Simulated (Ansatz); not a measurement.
The parent structure is BaTiO$_{3}$ in the cubic perovskite structure (space group Pm-3m, No. 221; a = 3.9940 Å).

The values are results of r2SCAN/PAW in Ansatz (a program for electronic structure), spin-orbit coupling left out, not measurements.

Base values:

| Quantity | Value |
|---|---|
| Band gap | 2.17 eV |
| Volume per atom | 12.74 Å³ |
| Gap character | indirect, R → Γ |
| Smallest direct gap | 2.28 eV |

Perturbation: every Ba is replaced by Sr; the structure is relaxed again.

Tabulated Pauling electronegativity and covalent radius: Ba 0.89, 2.15 Å; Sr 0.95, 1.95 Å.

What does the calculation give for the band gap, volume per atom, gap character and smallest direct gap after the change?

The band gap grows by 0.09 eV to 2.26 eV; the volume per atom falls by 0.816 Å³, from 12.74 Å³ to 11.93 Å³; the gap character stays indirect, R → Γ; the smallest direct gap goes up by 0.35 eV to 2.63 eV.

Whether these cells are dynamically stable was not tested. The final runs are not spin-polarised. Many cubic perovskites are stable only at high temperature; tilts and polar distortions were not tested. This is not the structure that BaTiO3 has at room temperature and ambient pressure.
